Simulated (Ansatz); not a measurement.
## Defect calculation: Ti on the Ru site in hcp Ru

These are PBE, PAW (plane waves to 420 eV; Ansatz, an electronic-structure program) values and carry that method's errors. Details: 48-site cell; 4×4×4 shifted k-points; start: the Ru site; no Hubbard U; energies good to tenths of an eV; the relaxation kept the symmetry of the starting site; flagged in the runs: a host that isn't quite at rest in this cell.

Neighbours after relaxation, in Å: of the Ti atom: Ru 2.68, Ru 2.68, Ru 2.68, Ru 2.68, Ru 2.68, Ru 2.68, Ru 2.73, Ru 2.73 (the shell may go on).

Formation energies E_f are those of the neutral cell. Chemical conditions: host crystal and elements as references (Δμ(Ru) = 0.00 eV, Δμ(Ti) = 0.00 eV; Ti taken from its element, since no compound that bounds it was computed at this level; only phases computed here count, gases as isolated molecules at 0 K). Reference phases: Ru: hcp Ru, Ti: hcp Ti.

| charge | moment (μB) | largest move off a lattice site (Å) | E_f, host crystal and elements as references (eV) |
|---|---|---|---|
| 0 | not spin-polarised | 0.02 | -0.94 |

Flagged in the runs: a host that isn't quite at rest in this cell.

All states together cost very roughly 30 core-minutes.
